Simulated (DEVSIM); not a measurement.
Device: abrupt Si n-p junction, at 300 K.

Layer 1 from the left is Si, thickness (μm) 3.40, Nd (cm⁻³) 1.2e19, τn (s) 7.7e-6, τp (s) 7.7e-6. Layer 2 from the left is Si, thickness (μm) 160, Na (cm⁻³) 1.8e17, τn (s) 7.7e-6, τp (s) 7.7e-6.

Left contact: ohmic. Right contact: ohmic. Voltage is applied to the left contact. Recombination: SRH at mid-gap, radiative. Mobility is constant in doping.

This is a model device: material constants are rounded textbook-type values typed into the input, and sizes, dopings and lifetimes were drawn at random. Values at 300 K.

Si: gap (eV) 1.124, affinity (eV) 4.05, permittivity 11.7, Nc (cm⁻³) 2.86e19, Nv (cm⁻³) 3.1e19, μn (cm²/Vs) 1417, μp (cm²/Vs) 470, B (cm³/s) 4.7e-15.

**Question.** Estimate by hand the built-in potential, the peak field at zero bias, and compare with a numerical solution.

**Answer.** 
- Built-in potential: ni = √(Nc Nv) exp(−Eg/2kT) = 1.08e10 cm⁻³ with Eg = 1.124 eV; Vbi = kT/q ln(Na Nd/ni²) = 0.968 V; numerical 0.968 V.
- Peak field at zero bias: depletion approximation: W = √(2εVbi/(qN)) = 0.0840 μm with N = 1.77e17 cm⁻³; field = 2Vbi/W = 230000 V/cm; numerical 265000 V/cm (estimate below by 13 %).

DEVSIM, 1D drift-diffusion, Boltzmann statistics, complete ionisation; no tunnelling, impact ionisation, image-force lowering or self-heating.
